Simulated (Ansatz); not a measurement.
Consider SrO in the rock salt structure (space group Fm-3m, No. 225; a = 5.195 Å).

Calculations: Kohn–Sham DFT with the PBE functional, run in Ansatz (a quantum-chemistry and plane-wave program) with PAW and 420 eV plane waves, spin-orbit coupling left out.

Base values:

| Property | Value |
|---|---|
| Band gap | 3.33 eV |
| Smallest direct gap | 3.42 eV |

It is then changed as follows: cell and atoms relaxed at a pressure of 5 GPa.

Question: Estimate the effect on the band gap.

Answer: The band gap decreases by 0.024 eV, from 3.33 eV to 3.30 eV.

Question: How does this affect the smallest direct gap?

Answer: The smallest direct gap drops by 0.06 eV (3.42 eV → 3.36 eV).

Load acts through the strain it causes; cell and atoms are relaxed under it. Whether these cells are dynamically stable was not tested. No other phases were tried under pressure.
